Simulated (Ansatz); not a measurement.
# Cu, response to strain

Consider Cu in the fcc (Cu type) structure (space group Fm-3m, No. 225; a = 3.5790 Å; relaxed with 0.1 eV smearing). Axes: x, y, z lie along the cube axes.

Strains are applied to the cell and any free atomic positions relax; under biaxial strain the out-of-plane vector relaxes too; under stress the whole cell relaxes.

The values are results of r2SCAN (Ansatz, a quantum-chemistry and plane-wave program, PAW, scalar-relativistic without spin-orbit coupling), earlier PAW set, not measurements.

Notes on the quantities. pressure: mean of the normal stresses, compression positive; energy relative to the base: free energy F.

```tsv
variant	pressure	volume per atom	space group	energy relative to the base
base	0.0 GPa	11.46 Å³	Fm-3m (No. 225)	0 meV/atom
biaxial strain +4.99 %, plane normal [001], relaxed out of plane	-2.3 GPa	11.66 Å³	I4/mmm (No. 139)	+16 meV/atom
biaxial strain −1.09 %, plane normal [110], relaxed out of plane	2.1 GPa	11.32 Å³	Immm (No. 71)	+2.4 meV/atom
biaxial strain +1.64 %, plane normal [110], relaxed out of plane	-3.0 GPa	11.69 Å³	Immm (No. 71)	+5.3 meV/atom
biaxial strain +0.45 %, plane normal [111], relaxed out of plane	-0.9 GPa	11.53 Å³	R-3m (No. 166)	+0.4 meV/atom
isotropic strain +3.29 %	-12.4 GPa	12.63 Å³	Fm-3m (No. 225)	+50 meV/atom
isotropic strain +3.36 %	-12.6 GPa	12.66 Å³	Fm-3m (No. 225)	+52 meV/atom
tensor shear ε_xy = −2.05 %	0.3 GPa	11.46 Å³	Immm (No. 71)	+5.5 meV/atom
uniaxial stress, 5 GPa compression along x	–	11.45 Å³	I4/mmm (No. 139)	+45 meV/atom
```

A biaxial case was relaxed in a doubled cell and then solved in the primitive one. Stability under load was not tested beyond the relaxation. All final runs are without spin polarisation. Under uniaxial stress, 5 GPa compression along x the cell changed shape so far that it is another structure.
